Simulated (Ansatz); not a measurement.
The starting structures come from a database of crystals and need not be the phases stable at ambient conditions.

By PBEsol, the system below comes out a metal.

A figure of merit of an interconnect metal is its ballistic conductance per area.

```
HgTe
1.0
    4.57982     0.00000     0.00000
   -0.66911     4.53068     0.00000
    0.00000     0.00000     5.97210
Hg Te
2 2
Direct
  0.65695   0.34305   0.75000
  0.34305   0.65695   0.25000
  0.21519   0.78481   0.75000
  0.78481   0.21519   0.25000
```

Space group of this cell: Cmcm. The cell is strained (lengths along the current scaled by 1.03, ions clamped); by PBEsol its mean pressure is -4.4 GPa.

The current flows along the normal of the first two printed cell vectors. No spin-orbit coupling; the value is a mean over 0.1 eV about the Fermi level.

**Question.** Predict the ballistic conductance per area from PBEsol (Ansatz, a quantum-chemistry and plane-wave program).

**Answer.** 0.46 × 10¹⁵ S/m² for both spins.
